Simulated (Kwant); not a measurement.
Model system: Aharonov-Bohm ring in a GaAs two-dimensional gas. Effective mass 0.067 mₑ, grid spacing 3.3 nm, hard walls, nominal width 40 nm (13 grid rows, so walls 46.2 nm apart), one parabolic valley, scattering region 260 nm long along x; energies count from the band bottom; Fermi energy 0.00712 eV. Ring of mean radius 70 nm, arms as wide as the leads. Perpendicular field swept from 0 to 0.81 T, none in the leads; orbital effect alone.

The device is made up for the run: typed textbook-type constants, with dimensions and the other settings drawn at random.

Computed with Kwant: effective-mass tight-binding model on a square grid, one spin, coherent transport at 0 K. Conductance is in e²/h.

Density of the scattering states that come in from the left lead, at field = 0.20022 T, in bins, relative to the largest site value (x marks bins outside the device):

```
|xxxxxxxxxxxxxxxx            xxxxxxxxxxxxxxxx|
|xxxxxxxxxxxxxx   .::.  .::.   xxxxxxxxxxxxxx|
|xxxxxxxxxxx     .:--:  .-=-.     xxxxxxxxxxx|
|xxxxxxxxxx  .:.  .::.  .:-:  ...  xxxxxxxxxx|
|xxxxxxxxx  :-=-.             :--:  xxxxxxxxx|
|xxxxxxxxx  .--:.   xxxxxx   .:--:  xxxxxxxxx|
|xxxxxxx      .   xxxxxxxxxx  ...     xxxxxxx|
|xxxxxxx  ...   xxxxxxxxxxxxxx    ... xxxxxxx|
|.    ....:--.  xxxxxxxxxxxxxx   :-=-.       |
|+: .-+*-::-=. xxxxxxxxxxxxxxxx  .:--:.      |
|@+ .*@@=. :-.xxxxxxxxxxxxxxxxxx             |
|@= .+@%-..==.xxxxxxxxxxxxxxxxxx ....        |
|+:  -==:.-*+: xxxxxxxxxxxxxxxx .-+=-.       |
|.    ...:=++:  xxxxxxxxxxxxxx  .-++-.       |
|xxxxxxx .::.   xxxxxxxxxxxxxx   .::. xxxxxxx|
|xxxxxxx     ...  xxxxxxxxxx  .:.     xxxxxxx|
|xxxxxxxxx  :++=.   xxxxxx   .=++-  xxxxxxxxx|
|xxxxxxxxx  -+*=.  ..    ..  .=*+-  xxxxxxxxx|
|xxxxxxxxxx .:-:  :==:  .==-. .::. xxxxxxxxxx|
|xxxxxxxxxxx     :=**-  :+*=:     xxxxxxxxxxx|
|xxxxxxxxxxxxxx  .:--:  .--:.  xxxxxxxxxxxxxx|
|xxxxxxxxxxxxxxxx   .        xxxxxxxxxxxxxxxx|
```
Scale: ten equal steps from 0.000 (start of ' ') to 0.862 (end of '@'), in the order ' .:-=+*#%@'; x runs from -126 to 126, y from -85.0 (bottom) to 85.0 (top).

The conductance there is 0.090 e²/h with 1 open channel(s) in the leads.
